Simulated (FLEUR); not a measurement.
A self-consistent single point of ZrRh3 (Pm-3m, 4 atoms in the cell) with FLEUR.

Method: LDA (Vosko-Wilk-Nusair), all-electron FLAPW (FLEUR), scalar-relativistic valence.

The change in words: lattice scaled by 0.98. Reference geometry:
```
CELL_PARAMETERS angstrom
      3.93411     0.00000     0.00000
      0.00000     3.93411     0.00000
      0.00000     0.00000     3.93411
ATOMIC_POSITIONS crystal
  Zr 0.00000 0.00000 0.00000
  Rh 0.50000 0.50000 0.00000
  Rh 0.00000 0.50000 0.50000
  Rh 0.50000 0.00000 0.50000
```

Reference input (self-consistent single point, DFT, LDA (Vosko-Wilk-Nusair), all-electron FLAPW (FLEUR), scalar-relativistic valence): Kmax = 4.1 1/bohr; GmaxXC = 12.3 1/bohr; xcFunctional = vwn; jspins = 1; l_soc = F; mode = hist; fermiSmearingEnergy = 0.00183747 Htr; mesh (inpgen div1-3) = 6 6 6; inpgen gamma flag = true; Gmax = 12.3 1/bohr; numbands = 0; maxIterBroyd = 15. This run's input differs from it in these lines:

```diff
@@ -3,5 +3,5 @@
 &input film=f /
-7.4343904442 0.0000000000 0.0000000000
-0.0000000000 7.4343904442 0.0000000000
-0.0000000000 0.0000000000 7.4343904442
+7.2857030132 0.0000000000 0.0000000000
+0.0000000000 7.2857030132 0.0000000000
+0.0000000000 0.0000000000 7.2857030132
 1.0
@@ -46,5 +46,5 @@
          <bravaisMatrix>
-            <row-1>    7.4343904441999999     0.0000000000000000     0.0000000000000000</row-1>
-            <row-2>    0.0000000000000000     7.4343904441999999     0.0000000000000000</row-2>
-            <row-3>    0.0000000000000000     0.0000000000000000     7.4343904441999999</row-3>
+            <row-1>    7.2857030132000000     0.0000000000000000     0.0000000000000000</row-1>
+            <row-2>    0.0000000000000000     7.2857030132000000     0.0000000000000000</row-2>
+            <row-3>    0.0000000000000000     0.0000000000000000     7.2857030132000000</row-3>
          </bravaisMatrix>
```

Output, abridged:

```
 Iteration:     1   Distance:      21.69882602 me/bohr^3
 Iteration:     2   Distance:      17.32405265 me/bohr^3
 Iteration:     3   Distance:       7.78776964 me/bohr^3
 Iteration:     4   Distance:       5.56689537 me/bohr^3
 Iteration:     5   Distance:       3.33301321 me/bohr^3
   [... 11 lines left out ...]
 Iteration:    17   Distance:       0.00020382 me/bohr^3
 Iteration:    18   Distance:       0.00004669 me/bohr^3
 Iteration:    19   Distance:       0.00001106 me/bohr^3
 Iteration:    20   Distance:       0.00000148 me/bohr^3
 Run finished successfully
 Stop message:
   Structural relaxation: Done

[file out, last iteration]
             iter=     21
[...]
          total density-effective poten   -2.9316046066E+04
          total charge density-energy d   -5.1371105937E+02
 Updated energy parameters for spin:           1
[...]
 fermi energy and band-weighting factors:

[...]
FERMIE:
          first approx. to ef    (T=0)  :   0.522142 htr   (energy of the highest occ. eigenvalue)
          number of occ. states  (T=0)  :        563
          first approx. to seigv (T=0)  : -13.340580 htr
          sum of weights of occ. states :  28.541667
          sum of semicore charge        :   0.000000 e
FERHIS:  Fermi-Energy by histogram:
          bandgap                     :   0.000318 htr
   [... lines left out ...]
          charge neutrality (T=0)     :   0.083333    (zero if the highest occ. eigenvalue is "entirely" occupied)
     EF_NEWTON:  Adjust Fermi-Energy by Newton-Method.
 Direct bandgap for spin            1 :    3.0640762847486958E-003  Htr
 ---->    free energy=                    -17937.6067805542 htr
   [... lines left out ...]
      extrapolation for T->0
 ---->    total electron energy=          -17937.6063269709 htr
 ***** TOTAL FORCES ON ATOMS *****
 TOTAL FORCE FOR ATOM TYPE=  1  X=  0.000   Y=  0.000   Z=  0.000
                       FX_TOT= 0.000000 FY_TOT= 0.000000 FZ_TOT= 0.000000
 TOTAL FORCE FOR ATOM TYPE=  2  X=  3.643   Y=  3.643   Z=  0.000
                       FX_TOT= 0.000000 FY_TOT= 0.000000 FZ_TOT= 0.000000
 Structural relaxation: Done
```

The run converged in 20 iterations. FLEUR gives forces in its relaxation mode, with a further iteration, so its stop message speaks of a relaxation. Against the reference run the free energy goes down by 14.3 meV/atom.

The starting cell comes from a database of computed structures (which also holds hypothetical and non-ambient phases and stackings), without a prior relaxation at this level. For this run, on top of that: lattice scaled by 0.98. Spin polarisation is off. Values depend on the basis (sphere radii, cutoffs, local orbitals), which need not be converged. The log's line on a gap gives a spacing of levels on this mesh, which the program prints for metals too.

Cost on one core of a shared machine: roughly 50 s.
